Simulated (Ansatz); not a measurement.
The structure below was relaxed with PBE in Ansatz (plane waves to 420 eV, PAW, spin-orbit coupling left out), at pressure −2 GPa.

```xyz
14
Lattice="-3.3784 3.3784 3.3784 3.3784 -3.3784 3.3784 3.3784 3.3784 -3.3784" Properties=species:S:1:pos:R:3 pbc="T T T"
Hf    -1.6892     2.5338     3.3784
Hf     0.8446     3.3784     1.6892
Hf     1.6892     0.8446     3.3784
Hf     2.5338     3.3784    -1.6892
Hf     3.3784    -1.6892     2.5338
Hf     3.3784     1.6892     0.8446
N      0.4418     3.8203    -0.4418
N      2.1311     1.2474    -1.2474
N      2.9366     2.9366     2.9366
N      1.2474    -1.2474     2.1311
N      3.8203    -0.4418     0.4418
N     -1.2474     2.1311     1.2474
N     -0.4418     0.4418     3.8203
N      1.2474     1.2474     1.2474
```

Task: Find the space group and the Wyckoff positions.

Result: Space group I-43d (No. 220); a = b = c = 6.7569 Å, α = β = γ = 90.00°

| atom | site | symmetry | x | y | z |
|---|---|---|---|---|---|
| Hf | 12b | -4.. | 0.1250 | 0.5000 | 0.2500 |
| N | 16c | .3. | 0.1846 | 0.1846 | 0.1846 |

Task: Describe the coordination.

Result: The crystal has 28 atoms in its conventional cell. Conventional cell: a = 6.7569 Å, b = 6.7569 Å, c = 6.7569 Å, α = 90.00°, β = 90.00°, γ = 90.00°. Hf is surrounded by 4 N at 2.213 Å and 4 N at 2.475 Å. N is surrounded by 3 Hf at 2.213 Å and 3 Hf at 2.475 Å. (Neighbours: up to the widest gap in distance over summed covalent radii, below 1.35, at either atom; cation-cation and far metal-metal contacts left out.)

Spin-orbit coupling, missing from the scalar runs, can matter with Hf. Load acts through the strain it causes; cell and atoms are relaxed under it. Stability against distortions was not tested. The cell was made from Hf3N4 (space group I-43d, No. 220) by this change: pressure −2 GPa.

Ansatz is an electronic-structure program.
